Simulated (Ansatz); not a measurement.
An Ansatz (a first-principles code) run: W with a change (x(Mo) = 0.5, 4 atoms, P4/nmm); Kohn–Sham DFT with the PBEsol functional, run in Ansatz with PAW and 420 eV plane waves, no spin-orbit coupling.

Input:

Ansatz 0.2 input:
```yaml
crystal:
  lattice:
    - [3.1411945442, 0, 0]
    - [0, 3.1411945442, 0]
    - [0, 0, 6.2866290386]
  atoms:
    - { symbol: W, position: [0.5, 0, 0.8740121584] }
    - { symbol: Mo, position: [0, 0.5, 0.6244693869] }
    - { symbol: Mo, position: [0.5, 0, 0.3755306131] }
    - { symbol: W, position: [0, 0.5, 0.1259878416] }
basis: { ecutwfc: 420, ecutrho_ratio: 4, xc_grid: 2, fft_grid_basis: typed }
kpoints: { mp_grid: { grid: [15, 15, 8] } }
hamiltonian:
  xc: pbesol
  dispersion: none
  pseudopotentials: { kind: paw }
scf: { occupations: { method: fermi_dirac, width: 0.05 }, convergence: { dr2_threshold: 0.0000000004 } }
output: { forces: true, stress: true }
checkpoint: { write: state.ck, write_every: 1000 }
```

Output (explanatory and most iteration lines left out):

```
Pseudopotential: W, paw, valence charge 14
Pseudopotential: Mo, paw, valence charge 14
Crystal: 4 atoms, lattice volume = 62.031 Å³
Basis set: ecut = 420 eV, 1229 PW (Γ), exchange–correlation on 48×48×90 points (8 copies of the dense FFT grid, shifted against one another)
Bands: 34, of which v1, the nominal top of the filled ones, is band 28 counted from 1 (27 counted from 0)
Symmetry: 16 space group operations
Space group: P4/nmm (ITA 129), of the structure as read, at distance tolerance 4.0e-5 Å
k-points: 180 of 1800
Functional: x = pbesol(κ = 0.804, μ = 0.12345679012345678), c = pbesol(β = 0.046)
SCF iter   1: F=—  HF=-30308.098842 eV  |F-HF|=—  |Δ(HF+E_count)|=         —  Δρ=6.97e-3  dr2=9.30e-2  ethr=1.77e-3  ⟨swp⟩=5.0  Hψ=23988  notcnv=0
SCF iter   2: F=—  HF=-30308.091969 eV  |F-HF|=—  |Δ(HF+E_count)|=   6.87e-3  Δρ=3.45e-3  dr2=2.49e-2  ethr=1.66e-4  ⟨swp⟩=1.1  Hψ=7573  notcnv=0  defer=4
SCF 1 converged in 7 iterations: F = -30308.089563 eV  dr2 = 1.24e-10
SCF converged after 7 iterations
Free energy (F): -30308.089563 eV
Internal energy: -30308.070277 eV  (E = F + TS)
E sigma→0 (E₀):  -30308.079920 eV
Entropy (-TS):   -0.019286 eV (-4.821 meV/atom)
Fermi energy:    22.102295 eV
--- Forces (eV/Å), atoms counted from 1 ---
  atom   1  W      0.00000000     0.00000000    -0.00403792
  atom   2  Mo     0.00000000     0.00000000     0.00247584
  atom   3  Mo    -0.00000000     0.00000000    -0.00247584
  atom   4  W     -0.00000000     0.00000000     0.00403792
--- Stress (GPa, compression-positive) ---
       -0.001183      -0.000000      -0.000000
       -0.000000      -0.001183      -0.000000
       -0.000000      -0.000000       0.013058
  P = ⅓ Tr σ = 0.0036 GPa (0.036 kbar)
```

These are small ordered cells, not random alloys; other orderings at the same x differ. Whether these cells are dynamically stable was not tested. All final runs are without spin polarisation. The cell was made from W by this change: x(Mo) = 0.5, 4 atoms, P4/nmm.
